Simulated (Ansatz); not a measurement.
The starting structures come from a database of crystals and need not be the phases stable at ambient conditions.

 Where the default PAW files enter, the runs use the earlier of Ansatz's two default sets.

The decay constant κ of evanescent states in the gap governs leakage through a thin film.

Data:

```xyz
9
Lattice="5.1096 0.0000 0.0000 -2.5548 4.4251 0.0000 2.5548 -1.4750 4.1720" Properties=species:S:1:pos:R:3 pbc="T T T"
Na     0.0000     2.9500     1.0430
Ca     5.1096     0.0000     3.1290
H      2.5548     3.0526     0.9705
H      1.1886     2.2638     3.2015
H      2.5548    -0.1025     3.2015
H      3.9210     0.6862     0.9705
H      1.1886     0.6862     0.9705
H      3.9210     2.2638     3.2015
Ir     0.0000     0.0000     0.0000
```

Space group of this cell: F-43m. The cell is taken as given; by r2SCAN its mean pressure is -2.0 GPa.

Transport runs along the normal of the first two printed cell vectors, the (111) plane of the conventional cell.

The gap is the functional's own, uncorrected, and κ follows it; spin-orbit coupling is left out. Mid-gap values are interpolated between the computed energies.

Task: Estimate the band gap and the smallest decay constant κ at mid-gap that r2SCAN in Ansatz (a first-principles code) returns for this system.

Result: Gap 3.75 eV on a 8×8×8 mesh; κ = 0.389 1/Å, at (0.500, 0.000) of the in-plane reciprocal vectors. At the zone centre, at the nearest computed energy, the slowest state has κ = 0.41 1/Å.
